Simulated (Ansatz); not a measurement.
We consider SiO2 (P4₁2₁2, No. 92), described by G0W0@PBEsol (Ansatz, a quantum-chemistry and plane-wave program, plane waves, hard PAW, contour deformation).

The cell has the measured lattice parameters. Conventional cell: a = 4.9709 Å, b = 4.9709 Å, c = 6.9278 Å, α = 90.00°, β = 90.00°, γ = 90.00°.

The quasiparticle gap at Γ at a fixed k mesh 2×2×2:

```csv
response cutoff,value (eV)
"105 eV, 768 empty bands",8.760
"140 eV, 1183 empty bands",8.918
"175 eV, 1653 empty bands",9.018
"210 eV, 2173 empty bands",9.087
```

Task: Taking the value to converge with the response cutoff E as E^(−3/2), extrapolate from the last two rows.

Result: With y = y∞ + c/w and weights w = 2315 and 3043 for the last two rows, y∞ = (w2 y2 − w1 y1)/(w2 − w1) = (3043 × 9.087 − 2315 × 9.018)/728 = 9.306 eV, which lies 0.219 beyond the last row. Successive pairs of rows give 9.211, 9.270, 9.306. The limit also hangs on the law assumed, so its last digits aren't firm.

The other settings are not extrapolated, so this is the limit in one setting alone.
